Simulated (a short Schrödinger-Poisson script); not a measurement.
Gated Al0.3Ga0.7N/GaN polarisation-induced gas

System: gated Al0.3Ga0.7N/GaN polarisation-induced gas, at 300 K.

| layer | material | thickness (nm) | Na (cm⁻³) |
|---|---|---|---|
| 1 | Al0.3Ga0.7N | 15 | - |
| 2 | GaN | 6000 | 2e15 |

The device is made up for the run: typed textbook-type constants, with dimensions and the other settings drawn at random. Al0.3Ga0.7N: permittivity 9.32, conduction-band edge (eV) 0.414, gap (eV) 4.021, electron mass (mₑ) 0.236, Nv at 300 K (cm⁻³) 4.6e19. GaN: permittivity 9.5, conduction-band edge (eV) 0, gap (eV) 3.43, Nv at 300 K (cm⁻³) 4.6e19.

Channel valleys (confinement mass, in-plane density-of-states mass, number): Γ 0.2, 0.2, 1. At the gate the conduction-band edge of layer 1 lies 1.23 eV − eVg above the Fermi level of the channel; the field vanishes at the back. Sheet of polarisation charge: +1.5e13 e/cm² at 15 nm from the gate. The barrier under the gate holds no holes. Gaps are held at their typed values at every temperature. Mesh 0.08 nm at interfaces.

Solved with a short Schrödinger-Poisson script written for these runs: 1D Poisson equation in equilibrium, electrons quantum, Hartree plus LDA exchange-correlation (BenDaniel-Duke, 40 states a valley, the channel's in-plane mass for all, wave functions free to enter the barrier), parabolic valleys, classical holes, full ionisation, no traps, pinning or gate leakage.

```csv
Vg (V),electrons (cm⁻²),in the channel layer,C (μF/cm²),Γ E0 (meV),Γ E1 (meV)
0.5,1.25e13,1.13e13,0.526,-133.4,11.2
0.25,1.17e13,1.06e13,0.524,-125.0,14.5
0,1.09e13,9.99e12,0.521,-116.4,17.7
-0.25,1.01e13,9.32e12,0.519,-107.8,20.9
-0.5,9.25e12,8.64e12,0.517,-99.1,24.1
-0.75,8.44e12,7.94e12,0.515,-90.2,27.2
-1,7.64e12,7.24e12,0.513,-81.2,30.5
-1.25,6.84e12,6.52e12,0.511,-72.1,33.7
-1.5,6.05e12,5.80e12,0.508,-62.8,37.0
-1.75,5.25e12,5.07e12,0.505,-53.1,40.5
-2,4.47e12,4.34e12,0.502,-43.1,44.1
-2.25,3.69e12,3.60e12,0.497,-32.4,48.0
-2.5,2.92e12,2.86e12,0.491,-20.8,52.4
-2.75,2.16e12,2.13e12,0.482,-7.6,57.7
-3,1.42e12,1.40e12,0.467,8.6,65.1
-3.25,7.08e11,7.04e11,0.435,32.1,78.0
-3.5,1.10e11,1.10e11,0.281,86.5,119.6
-3.75,2.84e7,2.83e7,0.00694,302.8,331.0
```

Subbands count from the Fermi level.
